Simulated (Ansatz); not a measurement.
The starting structures come from a database of crystals and need not be the phases stable at ambient conditions.

Tunnelling through a barrier is set by its complex band structure: the current falls as exp(−2κd) with the smallest κ.

Given:

```
CELL_PARAMETERS angstrom
      6.70276     0.00000     0.00000
      3.35138     9.99883     0.00000
      3.35138    -0.37444     1.89835
ATOMIC_POSITIONS crystal
  Ca 0.66660 0.00007 0.00007
  Ca 0.83326 0.50007 0.50007
  H  0.83306 0.16694 0.16694
  H  0.33306 0.66694 0.66694
  Cl 0.35000 0.31667 0.31667
  Cl 0.51666 0.81667 0.81667
  O  0.93188 0.06812 0.06812
  O  0.43188 0.56812 0.56812
```

Space group of this cell: P6_3mc. The cell is taken as given.

Transport runs along the normal of the first two printed cell vectors, the (111) plane of the conventional cell.

The gap is the functional's own, uncorrected, and κ follows it; spin-orbit coupling is left out. Mid-gap values are interpolated between the computed energies.

Question: Estimate the band gap and the smallest decay constant κ at mid-gap that r2SCAN in Ansatz (a quantum-chemistry and plane-wave program) returns for this system.

Answer: Gap 6.12 eV on a 16×16×16 mesh; κ = 0.406 1/Å, at the zone centre.
